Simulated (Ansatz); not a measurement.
## What biaxial strain −3.00 %, plane normal [001], relaxed out of plane does to MgO

The reference is MgO in the rock salt structure (space group Fm-3m, No. 225; a = 4.214 Å). Axes: x, y, z lie along the cube axes.

Modification: compressive biaxial strain of 3.00 % in the plane normal to [001], as in epitaxy on a mismatched substrate; the out-of-plane cell vector and the atoms relax.

Computed with PBEsol, PAW, 420 eV (Ansatz, a program for electronic structure; no SOC). Settings: 13×13×13 k-points, 0.05 eV Fermi–Dirac smearing.

| quantity | base | changed | shift |
|---|---|---|---|
| volume per atom | 9.35 Å³ | 8.98 Å³ | -0.377 Å³ |
| space group | Fm-3m (No. 225) | I4/mmm (No. 139) | – |
| shortest interatomic distance | 2.107 Å | 2.044 Å | -0.063 Å |
| energy relative to the base (free energy F) | 0 meV/atom | +19 meV/atom | +19 meV/atom |
| pressure (mean of the normal stresses, compression positive) | 0.01 GPa | 7.95 GPa | +7.949 GPa |
| band gap | 4.62 eV | 4.95 eV | +0.33 eV |
| gap character | direct at Γ | direct at Γ | – |
| electron mass | 0.34 mₑ (at Γ) | 0.33 mₑ out of plane, 0.37 mₑ in plane (at Γ) | – |
| hole mass | – | 0.36 mₑ out of plane, 2.2 mₑ in plane (at Γ) | – |
| valence-band top at Γ (three highest levels, from the VBM) | 0.00, 0.00, 0.00 eV | 0.00, -0.09, -0.09 eV | – |
| out-of-plane strain | – | +2.00 % | – |
| ratio −ε⊥/ε∥ | – | 0.67 | – |
| mean in-plane stress (compression positive) | – | +11.9 GPa | – |

Final structure (turned so that z lies along the plane normal):

```xyz
2
Lattice="2.8904 0.0000 0.0000 0.0000 2.8904 0.0000 1.4452 -1.4452 2.1492" Properties=species:S:1:pos:R:3 pbc="T T T"
Mg     0.0000     0.0000     0.0000
O      1.4452     1.4452     0.0000
```

Cost of the whole job for the changed cell (relaxation, final SCF and bands): very roughly 23 core-seconds.

Masses are band curvatures over ±0.01 Å⁻¹ around the edge. Stability against distortions was not tested. Labels are those of the standard path for the cell's own space group.
